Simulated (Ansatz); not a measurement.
Base system: Cs$_{3}$AuS in the anti-perovskite structure (space group Pm-3m, No. 221; a = 6.542 Å; a hypothetical phase, not in the database extracts checked).

Levels (all Ansatz, a quantum-chemistry and plane-wave program, PAW): PBEsol (420 eV, spin-orbit coupling left out); PBEsol+SOC (420 eV, spin-orbit coupling included).

The geometry is relaxed with PBEsol.

| Item | Result |
|---|---|
| PBEsol band gap | 1.03 eV |
| PBEsol valence-band top at Γ | 0.00, 0.00, 0.00 eV |
| PBEsol gap character | indirect, Γ → X |
| PBEsol electron mass | 0.33 mₑ along k, 0.54 mₑ across (at X) |

With PBEsol+SOC at the same geometry, the band gap decreases by 0.04 eV (1.03 eV → 0.99 eV); the valence-band top at Γ (three highest Kramers pairs, from the VBM) changes from 0.00, 0.00, 0.00 eV to 0.00, -0.02, -0.02 eV; the gap character stays indirect, Γ → X; the electron mass goes from 0.33 mₑ along k, 0.54 mₑ across (at X) to 0.33 mₑ along k, 0.55 mₑ across (at X).

Single points use the geometry relaxed with PBEsol. Differences between runs with and without spin-orbit coupling are approximate. With Au present, leaving out spin-orbit coupling can change the band edges. Masses are band curvatures over ±0.01 Å⁻¹ around the edge. Along k means along the line from Γ to the band edge. No phonon test of stability was made.
